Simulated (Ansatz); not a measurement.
## Sensitivity of a calculation on a sheet of TcTe2 (3 atoms in the cell) to its settings

```yaml
crystal:
  lattice:
    - [3.67897, 0.00000, 0.00000]
    - [-1.83949, 3.18608, 0.00000]
    - [0.00000, 0.00000, 17.50587]
  atoms:
    - { symbol: Tc, position: [0.66667, 0.33333, 0.50000] }
    - { symbol: Te, position: [0.33333, 0.66667, 0.39987] }
    - { symbol: Te, position: [0.33333, 0.66667, 0.60013] }
```

Base run A: Ansatz (a first-principles code) with PBE, self-consistent single point.

Its settings: basis.ecutwfc = 500 eV; kpoints.mp_grid.grid = 7 7 1; hamiltonian.xc = pbe; hamiltonian.pseudopotentials = {kind: paw} (the program's default PAW files); scf.occupations.method = cold; scf.occupations.width = 0.136 eV.

The starting cell was generated: these elements placed on a structure prototype, without a prior relaxation; it need not be a known phase or ordering of this composition. Spin-orbit coupling is off. Spin polarisation is off; with an odd number of electrons in the cell that forces a metal, and a magnetic state may lie lower.

ΔF is the free energy per atom less that of run A. 

Run A gave: largest force (eV/Å) 1.000; k-points 8; valence electrons 47.

Runs:
- B: kpoints.mp_grid.grid: 7 7 1 → 6 6 1
- C: vacuum of 28 angstrom (first run: 14 Å)
- D: 2 x 1 x 1 supercell, mesh divided and rounded up; kpoints.mp_grid.grid: 7 7 1 → 4 7 1
- E: scf.convergence.dr2_threshold: default (1e-07 eV) → 1e-08 eV
- F: vacuum of 18 angstrom (first run: 14 Å); efield.axis: default → 3; efield.dipole_correction: default → true
- G: scf.mixing.algorithm: default (the program chose MSR1) → broyden; scf.mixing.beta: default → 0.9
- H: scf.mixing.preconditioner: default (the program chose LDOS) → kerker; scf.mixing.q_tf: default → 0.2

**Question.** What does run B change against A?

**Answer.** The free energy is nearly the same (within 1 meV/atom) and the largest force goes from 1.000 to 1.081 eV/Å.

| run | ΔF (meV/atom) | largest force (eV/Å) | k-points | valence electrons |
|---|---|---|---|---|
| A | 0.00 | 1.000 | 8 | 47 |
| B | -0.82 | 1.081 | 7 | 47 |
| C | -0.01 | 1.000 | 8 | 47 |
| D | -0.47 | 1.013 | 15 | 94 |
| E | 0.00 | 1.000 | 8 | 47 |
| F | 0.01 | 1.000 | 8 | 47 |
| G | 0.00 | 1.000 | 8 | 47 |
| H | 0.00 | 1.000 | 8 | 47 |

Keys are those of Ansatz 0.2.
